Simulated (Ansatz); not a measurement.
One N atom on a Si site, 4x4x4 cubic cells, neutral, without spin

Geometry as solved with PBE, support functions at accuracy medium on the grid of 420 eV run with Ansatz (an electronic-structure program).

```xyz
512
Lattice="21.88 0.00 0.00 0.00 21.88 0.00 0.00 0.00 21.88" Properties=species:S:1:pos:R:3 pbc="T T T"
Si     0.00     0.00     0.00
Si     1.37     1.37     1.37
Si     2.74     2.74     0.00
Si     4.10     4.10     1.37
Si     2.74     0.00     2.74
Si     4.10     1.37     4.10
Si     0.00     2.74     2.74
Si     1.37     4.10     4.10
Si     0.00     0.00     5.47
Si     1.37     1.37     6.84
Si     2.74     2.74     5.47
Si     4.10     4.10     6.84
Si     2.74     0.00     8.21
Si     4.11     1.37     9.57
Si     0.00     2.74     8.21
Si     1.37     4.11     9.57
Si     0.00     0.00    10.94
Si     1.37     1.37    12.31
Si     2.75     2.75    10.94
Si     4.12     4.12    12.30
Si     2.74     0.00    13.67
Si     4.11     1.37    15.04
Si     0.00     2.74    13.67
Si     1.37     4.11    15.04
Si     0.00     0.00    16.41
Si     1.37     1.37    17.78
Si     2.74     2.74    16.41
Si     4.11     4.11    17.77
Si     2.74     0.00    19.14
Si     4.10     1.37    20.51
Si     0.00     2.74    19.14
Si     1.37     4.10    20.51
Si     0.00     5.47     0.00
Si     1.37     6.84     1.37
Si     2.74     8.21     0.00
Si     4.11     9.57     1.37
Si     2.74     5.47     2.74
Si     4.10     6.84     4.10
Si     0.00     8.21     2.74
Si     1.37     9.57     4.11
Si     0.00     5.47     5.47
Si     1.37     6.84     6.84
Si     2.74     8.21     5.47
Si     4.11     9.57     6.84
Si     2.74     5.47     8.21
Si     4.11     6.84     9.57
Si     0.00     8.21     8.21
Si     1.37     9.57     9.57
Si     0.00     5.47    10.94
Si     1.37     6.84    12.31
Si     2.74     8.21    10.94
Si     4.11     9.58    12.30
Si     2.74     5.48    13.67
Si     4.11     6.84    15.04
Si     0.00     8.21    13.67
Si     1.37     9.57    15.04
Si     0.00     5.47    16.41
Si     1.37     6.84    17.77
Si     2.74     8.21    16.40
Si     4.12     9.58    17.76
Si     2.74     5.47    19.14
Si     4.11     6.84    20.51
Si     0.00     8.21    19.14
Si     1.37     9.57    20.51
Si     0.00    10.94     0.00
Si     1.37    12.31     1.37
Si     2.74    13.67     0.00
Si     4.11    15.04     1.37
Si     2.75    10.94     2.75
Si     4.12    12.30     4.12
Si     0.00    13.67     2.74
Si     1.37    15.04     4.11
Si     0.00    10.94     5.47
Si     1.37    12.31     6.84
Si     2.74    13.67     5.48
Si     4.11    15.03     6.84
Si     2.74    10.94     8.21
Si     4.11    12.30     9.58
Si     0.00    13.67     8.21
Si     1.37    15.04     9.57
Si     0.00    10.94    10.94
Si     1.37    12.31    12.31
Si     2.74    13.67    10.94
Si     4.11    15.04    12.31
Si     2.74    10.94    13.67
Si     4.11    12.31    15.04
Si     0.00    13.67    13.67
Si     1.37    15.04    15.04
Si     0.00    10.94    16.41
Si     1.37    12.31    17.77
Si     2.74    13.67    16.41
Si     4.10    15.04    17.78
Si     2.75    10.94    19.13
Si     4.11    12.31    20.51
Si     0.00    13.67    19.14
Si     1.37    15.04    20.51
Si     0.00    16.41     0.00
Si     1.37    17.78     1.37
Si     2.74    19.14     0.00
Si     4.10    20.51     1.37
Si     2.74    16.41     2.74
Si     4.11    17.77     4.11
Si     0.00    19.14     2.74
Si     1.37    20.51     4.10
Si     0.00    16.41     5.47
Si     1.37    17.77     6.84
Si     2.74    19.14     5.47
Si     4.11    20.51     6.84
Si     2.74    16.40     8.21
Si     4.12    17.75     9.58
Si     0.00    19.14     8.21
Si     1.37    20.51     9.57
Si     0.00    16.41    10.94
Si     1.37    17.77    12.31
Si     2.75    19.13    10.94
Si     4.11    20.51    12.31
Si     2.74    16.41    13.67
Si     4.10    17.78    15.04
Si     0.00    19.14    13.67
Si     1.37    20.51    15.04
Si     0.00    16.41    16.41
Si     1.37    17.78    17.78
Si     2.74    19.14    16.41
Si     4.10    20.51    17.78
Si     2.74    16.41    19.14
Si     4.10    17.78    20.51
Si     0.00    19.14    19.14
Si     1.37    20.51    20.51
Si     5.47     0.00     0.00
Si     6.84     1.37     1.37
Si     8.21     2.74     0.00
Si     9.57     4.11     1.37
Si     8.21     0.00     2.74
Si     9.57     1.37     4.11
Si     5.47     2.74     2.74
Si     6.84     4.10     4.10
Si     5.47     0.00     5.47
Si     6.84     1.37     6.84
Si     8.21     2.74     5.47
Si     9.57     4.11     6.84
Si     8.21     0.00     8.21
Si     9.57     1.37     9.57
Si     5.47     2.74     8.21
Si     6.84     4.11     9.57
Si     5.47     0.00    10.94
Si     6.84     1.37    12.31
Si     8.21     2.74    10.94
Si     9.58     4.11    12.30
Si     8.21     0.00    13.67
Si     9.57     1.37    15.04
Si     5.48     2.74    13.67
Si     6.84     4.11    15.04
Si     5.47     0.00    16.41
Si     6.84     1.37    17.77
Si     8.21     2.74    16.40
Si     9.58     4.12    17.75
Si     8.21     0.00    19.14
Si     9.57     1.37    20.51
Si     5.47     2.74    19.14
Si     6.84     4.11    20.51
Si     5.47     5.47     0.00
Si     6.84     6.84     1.37
Si     8.21     8.21     0.00
Si     9.57     9.57     1.37
Si     8.21     5.47     2.74
Si     9.57     6.84     4.11
Si     5.47     8.21     2.74
Si     6.84     9.57     4.11
Si     5.47     5.47     5.47
Si     6.84     6.84     6.84
Si     8.21     8.21     5.47
Si     9.57     9.57     6.85
Si     8.21     5.47     8.21
Si     9.57     6.85     9.57
Si     5.47     8.21     8.21
Si     6.85     9.57     9.57
Si     5.50     5.50    10.94
Si     6.89     6.89    12.30
Si     8.28     8.28    10.93
Si     9.76     9.76    12.12
Si     8.21     5.49    13.67
Si     9.58     6.89    14.99
Si     5.49     8.21    13.67
Si     6.89     9.58    14.99
Si     5.47     5.47    16.41
Si     6.84     6.84    17.77
Si     8.21     8.21    16.39
Si     9.58     9.58    17.77
Si     8.21     5.48    19.14
Si     9.57     6.84    20.51
Si     5.48     8.21    19.14
Si     6.84     9.57    20.51
Si     5.47    10.94     0.00
Si     6.84    12.31     1.37
Si     8.21    13.67     0.00
Si     9.57    15.04     1.37
Si     8.21    10.94     2.74
Si     9.58    12.30     4.11
Si     5.48    13.67     2.74
Si     6.84    15.03     4.11
Si     5.50    10.94     5.50
Si     6.89    12.30     6.89
Si     8.21    13.67     5.49
Si     9.58    14.99     6.89
Si     8.29    10.93     8.29
Si     9.76    12.12     9.76
Si     5.49    13.67     8.21
Si     6.89    14.99     9.58
Si     5.48    10.94    10.94
Si     6.85    12.31    12.31
Si     8.29    13.59    10.95
Si     9.57    15.03    12.31
Si     8.29    10.95    13.60
Si     9.57    12.31    15.03
Si     5.47    13.67    13.67
Si     6.84    15.04    15.04
Si     5.50    10.94    16.38
Si     6.84    12.31    17.77
Si     8.21    13.67    16.41
Si     9.57    15.04    17.77
Si     8.21    10.94    19.14
Si     9.57    12.31    20.51
Si     5.47    13.67    19.14
Si     6.84    15.04    20.51
Si     5.47    16.41     0.00
Si     6.84    17.77     1.37
Si     8.21    19.14     0.00
Si     9.57    20.51     1.37
Si     8.21    16.40     2.74
Si     9.58    17.75     4.13
Si     5.47    19.14     2.74
Si     6.84    20.51     4.11
Si     5.47    16.41     5.47
Si     6.84    17.77     6.85
Si     8.21    19.14     5.48
Si     9.57    20.51     6.84
Si     8.21    16.39     8.21
Si     9.58    17.77     9.58
Si     5.48    19.14     8.21
Si     6.84    20.51     9.57
Si     5.50    16.37    10.94
Si     6.84    17.77    12.31
Si     8.21    19.14    10.94
Si     9.57    20.51    12.31
Si     8.21    16.41    13.67
Si     9.57    17.77    15.04
Si     5.47    19.14    13.67
Si     6.84    20.51    15.04
Si     5.47    16.41    16.41
Si     6.84    17.78    17.78
Si     8.21    19.14    16.41
Si     9.57    20.51    17.77
Si     8.21    16.41    19.14
Si     9.57    17.77    20.51
Si     5.47    19.14    19.14
Si     6.84    20.51    20.51
Si    10.94     0.00     0.00
Si    12.31     1.37     1.37
Si    13.67     2.74     0.00
Si    15.04     4.11     1.37
Si    13.67     0.00     2.74
Si    15.04     1.37     4.11
Si    10.94     2.75     2.75
Si    12.30     4.12     4.12
Si    10.94     0.00     5.47
Si    12.31     1.37     6.84
Si    13.67     2.74     5.48
Si    15.04     4.11     6.84
Si    13.67     0.00     8.21
Si    15.04     1.37     9.57
Si    10.94     2.74     8.21
Si    12.30     4.11     9.58
Si    10.94     0.00    10.94
Si    12.31     1.37    12.31
Si    13.67     2.74    10.94
Si    15.04     4.11    12.31
Si    13.67     0.00    13.67
Si    15.04     1.37    15.04
Si    10.94     2.74    13.67
Si    12.31     4.11    15.04
Si    10.94     0.00    16.41
Si    12.31     1.37    17.77
Si    13.67     2.74    16.41
Si    15.04     4.10    17.78
Si    13.67     0.00    19.14
Si    15.04     1.37    20.51
Si    10.94     2.75    19.13
Si    12.31     4.11    20.51
Si    10.94     5.47     0.00
Si    12.31     6.84     1.37
Si    13.67     8.21     0.00
Si    15.04     9.57     1.37
Si    13.67     5.48     2.74
Si    15.04     6.84     4.11
Si    10.94     8.21     2.74
Si    12.30     9.58     4.11
Si    10.94     5.50     5.50
Si    12.30     6.89     6.89
Si    13.67     8.21     5.49
Si    14.99     9.58     6.89
Si    13.67     5.49     8.21
Si    14.99     6.89     9.58
Si    10.93     8.28     8.29
Si    12.12     9.76     9.76
Si    10.94     5.48    10.94
Si    12.31     6.85    12.31
Si    13.59     8.29    10.95
Si    15.03     9.57    12.31
Si    13.67     5.48    13.67
Si    15.04     6.84    15.04
Si    10.95     8.29    13.59
Si    12.31     9.57    15.03
Si    10.94     5.51    16.37
Si    12.31     6.84    17.77
Si    13.67     8.21    16.40
Si    15.04     9.57    17.77
Si    13.67     5.47    19.14
Si    15.04     6.84    20.51
Si    10.94     8.21    19.14
Si    12.31     9.57    20.51
Si    10.94    10.94     0.00
Si    12.31    12.31     1.37
Si    13.67    13.67     0.00
Si    15.04    15.04     1.37
Si    13.67    10.94     2.74
Si    15.04    12.31     4.11
Si    10.94    13.67     2.74
Si    12.31    15.04     4.11
Si    10.94    10.94     5.48
Si    12.31    12.31     6.85
Si    13.67    13.67     5.47
Si    15.04    15.04     6.84
Si    13.60    10.95     8.29
Si    15.03    12.31     9.57
Si    10.95    13.59     8.29
Si    12.31    15.03     9.57
N     10.94    10.94    10.94
Si    12.12    12.12    12.12
Si    13.60    13.60    10.93
Si    14.99    14.99    12.30
Si    13.59    10.93    13.59
Si    14.99    12.30    14.99
Si    10.93    13.60    13.60
Si    12.30    14.99    14.99
Si    10.94    10.94    16.40
Si    12.30    12.30    17.77
Si    13.67    13.67    16.39
Si    15.04    15.04    17.77
Si    13.67    10.94    19.14
Si    15.04    12.31    20.51
Si    10.94    13.67    19.14
Si    12.31    15.04    20.51
Si    10.94    16.41     0.00
Si    12.31    17.77     1.37
Si    13.67    19.14     0.00
Si    15.04    20.51     1.37
Si    13.67    16.41     2.74
Si    15.04    17.78     4.10
Si    10.94    19.13     2.75
Si    12.31    20.51     4.11
Si    10.94    16.37     5.51
Si    12.31    17.77     6.84
Si    13.67    19.14     5.47
Si    15.04    20.51     6.84
Si    13.67    16.41     8.21
Si    15.04    17.77     9.57
Si    10.94    19.14     8.21
Si    12.31    20.51     9.57
Si    10.94    16.40    10.94
Si    12.30    17.77    12.30
Si    13.67    19.14    10.94
Si    15.04    20.51    12.31
Si    13.67    16.39    13.67
Si    15.04    17.77    15.04
Si    10.94    19.14    13.67
Si    12.31    20.51    15.04
Si    10.94    16.38    16.38
Si    12.30    17.76    17.76
Si    13.67    19.14    16.40
Si    15.04    20.51    17.77
Si    13.67    16.40    19.14
Si    15.04    17.77    20.51
Si    10.94    19.13    19.13
Si    12.31    20.51    20.51
Si    16.41     0.00     0.00
Si    17.78     1.37     1.37
Si    19.14     2.74     0.00
Si    20.51     4.10     1.37
Si    19.14     0.00     2.74
Si    20.51     1.37     4.10
Si    16.41     2.74     2.74
Si    17.77     4.11     4.11
Si    16.41     0.00     5.47
Si    17.77     1.37     6.84
Si    19.14     2.74     5.47
Si    20.51     4.11     6.84
Si    19.14     0.00     8.21
Si    20.51     1.37     9.57
Si    16.40     2.74     8.21
Si    17.75     4.12     9.58
Si    16.41     0.00    10.94
Si    17.77     1.37    12.31
Si    19.13     2.75    10.94
Si    20.51     4.11    12.31
Si    19.14     0.00    13.67
Si    20.51     1.37    15.04
Si    16.41     2.74    13.67
Si    17.78     4.10    15.04
Si    16.41     0.00    16.41
Si    17.78     1.37    17.78
Si    19.14     2.74    16.41
Si    20.51     4.10    17.78
Si    19.14     0.00    19.14
Si    20.51     1.37    20.51
Si    16.41     2.74    19.14
Si    17.78     4.10    20.51
Si    16.41     5.47     0.00
Si    17.77     6.84     1.37
Si    19.14     8.21     0.00
Si    20.51     9.57     1.37
Si    19.14     5.47     2.74
Si    20.51     6.84     4.11
Si    16.40     8.21     2.74
Si    17.76     9.58     4.12
Si    16.41     5.47     5.47
Si    17.77     6.84     6.84
Si    19.14     8.21     5.48
Si    20.51     9.57     6.84
Si    19.14     5.48     8.21
Si    20.51     6.84     9.57
Si    16.39     8.21     8.21
Si    17.77     9.58     9.58
Si    16.37     5.51    10.94
Si    17.77     6.84    12.31
Si    19.14     8.21    10.94
Si    20.51     9.57    12.31
Si    19.14     5.47    13.67
Si    20.51     6.84    15.04
Si    16.40     8.21    13.67
Si    17.77     9.57    15.04
Si    16.41     5.47    16.41
Si    17.78     6.84    17.78
Si    19.14     8.21    16.41
Si    20.51     9.57    17.77
Si    19.14     5.47    19.14
Si    20.51     6.84    20.51
Si    16.41     8.21    19.14
Si    17.77     9.57    20.51
Si    16.41    10.94     0.00
Si    17.77    12.31     1.37
Si    19.14    13.67     0.00
Si    20.51    15.04     1.37
Si    19.13    10.94     2.75
Si    20.51    12.31     4.11
Si    16.41    13.67     2.74
Si    17.78    15.04     4.10
Si    16.38    10.94     5.50
Si    17.77    12.31     6.84
Si    19.14    13.67     5.47
Si    20.51    15.04     6.84
Si    19.14    10.94     8.21
Si    20.51    12.31     9.57
Si    16.41    13.67     8.21
Si    17.77    15.04     9.57
Si    16.40    10.94    10.94
Si    17.77    12.30    12.30
Si    19.14    13.67    10.94
Si    20.51    15.04    12.31
Si    19.14    10.94    13.67
Si    20.51    12.31    15.04
Si    16.39    13.67    13.67
Si    17.77    15.04    15.04
Si    16.37    10.94    16.37
Si    17.75    12.30    17.75
Si    19.14    13.67    16.40
Si    20.51    15.04    17.77
Si    19.13    10.94    19.13
Si    20.51    12.31    20.51
Si    16.40    13.67    19.14
Si    17.77    15.04    20.51
Si    16.41    16.41     0.00
Si    17.78    17.78     1.37
Si    19.14    19.14     0.00
Si    20.51    20.51     1.37
Si    19.14    16.41     2.74
Si    20.51    17.78     4.10
Si    16.41    19.14     2.74
Si    17.78    20.51     4.10
Si    16.41    16.41     5.47
Si    17.78    17.78     6.84
Si    19.14    19.14     5.47
Si    20.51    20.51     6.84
Si    19.14    16.41     8.21
Si    20.51    17.77     9.57
Si    16.41    19.14     8.21
Si    17.77    20.51     9.57
Si    16.38    16.38    10.94
Si    17.76    17.76    12.30
Si    19.13    19.13    10.94
Si    20.51    20.51    12.31
Si    19.14    16.40    13.67
Si    20.51    17.77    15.04
Si    16.40    19.14    13.67
Si    17.77    20.51    15.04
Si    16.41    16.41    16.41
Si    17.77    17.77    17.77
Si    19.14    19.14    16.41
Si    20.51    20.51    17.78
Si    19.14    16.41    19.14
Si    20.51    17.78    20.51
Si    16.41    19.14    19.14
Si    17.78    20.51    20.51
```
